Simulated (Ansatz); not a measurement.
Base system: ZrO₂ (space group P4_2/nmc, No. 137; a = 3.621 Å, c = 5.284 Å).

Perturbation: every lattice vector is shortened by 1.88 %; the atoms relax in the strained cell.

Calculations: PBE (Ansatz, a program for electronic structure), no SOC, earlier PAW set.

Base, band edges from the VBM (valence, conduction): A -0.12, 5.09; M -0.55, 5.05; R -0.79, 4.51; X -0.13, 4.43; Z -0.02, 4.55; Γ -0.10, 4.04 eV.

Q: Give the band edges at the high-symmetry points of the new zone, measured from its valence-band maximum.

A: 
```csv
point,valence edge (eV),conduction edge (eV)
Γ,-0.10,4.13
X,-0.22,4.56
M,-0.27,5.30
Z,-0.02,4.69
R,-0.94,4.65
A,0.00,5.34
```

The gap is 4.13 eV, indirect, A → Γ.

No phonon test of stability was made. This is not the structure that ZrO2 has at room temperature and ambient pressure.
